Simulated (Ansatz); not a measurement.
The starting structures come from a database of crystals and need not be the phases stable at ambient conditions.

 Where the default PAW files enter, the runs use the earlier of Ansatz's two default sets.

# Evanescent states of GaAsO$_{4}$ (P3_121, not sure to be the ambient phase, 18 atoms a cell, 13.7 Å³ an atom, -2 GPa at this level) along the normal of (001)

The numbers are results of r2SCAN (plane waves, PAW; Ansatz, a program for electronic structure), not measurements.

The gap is the functional's own. No spin-orbit coupling. Mid-gap values are interpolated on the energy grid.

Energies count from the valence-band top; κ is the least over a 12×12 mesh across the current.

```tsv
E (eV)	κ (1/Å)	where
0.10	0.222	off Γ
0.28	0.266	Γ
0.47	0.289	Γ
0.67	0.307	Γ
0.85	0.320	Γ
1.04	0.330	Γ
1.24	0.337	Γ
1.43	0.341	Γ
1.61	0.343	Γ
1.80	0.343	Γ
2.00	0.340	Γ
2.19	0.335	Γ
2.38	0.328	Γ
2.56	0.318	Γ
2.75	0.305	Γ
2.94	0.290	Γ
3.13	0.270	Γ
3.33	0.246	Γ
3.52	0.215	Γ
3.71	0.175	Γ
3.90	0.114	Γ
```

Problem. How thick must the barrier be to attenuate the transmission by 10^4 when the electrodes' Fermi level lies at 0.47 eV, and what attenuation does that film give at 3.71 eV?

Solution. d = 4 ln 10 / (2 × 0.289) = 15.9 Å. At 3.71 eV it gives 4 × 0.175/0.289 = 2.4 decades.
